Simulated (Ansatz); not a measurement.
## AuIn2 (Fm-3m, No. 225, 3 atoms in the cell; start mp-22154)

Calculation: LDA (Ansatz, a program for electronic structure, PAW).

Numerical settings: plane-wave cutoff 520 eV, 14×14×14 k mesh, Fermi–Dirac smearing 0.05 eV, scalar-relativistic PAW data made under PBE.

Cell (relaxed at this level):

```
AuIn2
1.0
    0.00000     3.23355     3.23355
    3.23355     0.00000     3.23355
    3.23355     3.23355     0.00000
In Au
2 1
Direct
  0.75000   0.75000   0.75000
  0.25000   0.25000   0.25000
  0.00000   0.00000   0.00000
```

- band gap: zero (no gap)
- bulk modulus B0: 76.0 GPa

Note: the relaxation could not lower the start's symmetry, so the cell can be a saddle point above a distorted one; the bulk modulus is −V dP/dV from two relaxed cells at ±2 % in volume.

Spin–orbit coupling is not included; it can shift volumes and moduli of such heavy elements.

A start named mp-… is a Materials Project structure, which need not be a measured phase.
